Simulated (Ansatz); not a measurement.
Given:

```xyz
3
Lattice="3.8265 0.0000 0.0000 -1.9133 3.3139 0.0000 0.0000 0.0000 4.8508" Properties=species:S:1:pos:R:3 pbc="T T T"
Se     0.5338     0.9247     2.4254
Se     2.7588     0.0000     4.0423
Se    -1.3794     2.3892     0.8085
```

No spin polarisation.

A single point on Se with a change (isotropic strain −5.27 %), its geometry relaxed with PBEsol.

The values are results of r2SCAN, PAW, 500 eV (Ansatz, a quantum-chemistry and plane-wave program; no SOC), not measurements. Settings: 9×9×7 k-points, 0.05 eV Fermi–Dirac smearing.

**Question.** What band gap does the calculation give?

**Answer.** Zero.

**Question.** What pressure does the calculation give?

**Answer.** 12.1 GPa.

Single points use the geometry relaxed with PBEsol. No phonon test of stability was made. The cell was made from Se (space group P3_121, No. 152; made of chains) by this change: isotropic strain −5.27 %. The zero or small gap of Se under isotropic strain −5.27 % can change with the level of theory.
